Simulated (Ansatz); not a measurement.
Take NaF in the rock salt structure (space group Fm-3m, No. 225) as the base.

```yaml
crystal:
  lattice:
    - [0.00000, 2.31454, 2.31454]
    - [2.31454, 0.00000, 2.31454]
    - [2.31454, 2.31454, 0.00000]
  atoms:
    - { symbol: Na, position: [0.00000, 0.00000, 0.00000] }
    - { symbol: F, position: [0.50000, 0.50000, 0.50000] }
```

Cartesian axes are those of the cell as printed.

All numbers come from PBEsol (Ansatz, a first-principles code, PAW, without spin-orbit coupling).

Before the change:

| Property | Result |
|---|---|
| Shortest interatomic distance | 2.315 Å |

It is then changed as follows: uniaxial strain ε_zz = +3.00 %, all other strain components held at zero, atoms relaxed at fixed cell.

Task: What happens to the shortest interatomic distance?

Result: The shortest interatomic distance stays 2.315 Å.

Task: What happens to the energy relative to the base?

Result: The energy rises by 3.1 meV/atom.

Stability against distortions was not tested.
